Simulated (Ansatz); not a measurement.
**ZnCo3C: pressure series**

Base system: ZnCo$_{3}$C in the anti-perovskite structure (space group Pm-3m, No. 221; a = 3.684 Å; ferromagnetic; a cell from a computed database, its experimental status unchecked).

Cell and atoms are relaxed at each pressure.

All numbers come from PBEsol in Ansatz (plane waves to 420 eV, PAW, no spin-orbit coupling).

```tsv
pressure (GPa)	volume per atom (Å³/atom)
-2	10.081
-1	10.039
0	9.998
0.3	9.986
0.7	9.970
1.5	9.939
3	?
5	9.807
7.5	9.718
```

Task: Fit the third-order Birch–Murnaghan form P(V) = (3B₀/2)[(V₀/V)^(7/3) − (V₀/V)^(5/3)]·[1 + (3/4)(B₀′ − 4)((V₀/V)^(2/3) − 1)] (squares taken in P) to the rows shown and predict the withheld row.

Result: Least squares on the printed values gives V₀ = 9.998 Å³/atom, B₀ = 248 GPa, B₀′ = 4.4; this predicts 9.881 Å³/atom, and the run gives 9.881 Å³/atom, in agreement.

Other magnetic orders, which the real material may have, were not ruled out. Load acts through the strain it causes; cell and atoms are relaxed under it. No phonon test of stability was made. Competing high-pressure phases were not computed.

Ansatz is a quantum-chemistry and plane-wave program.
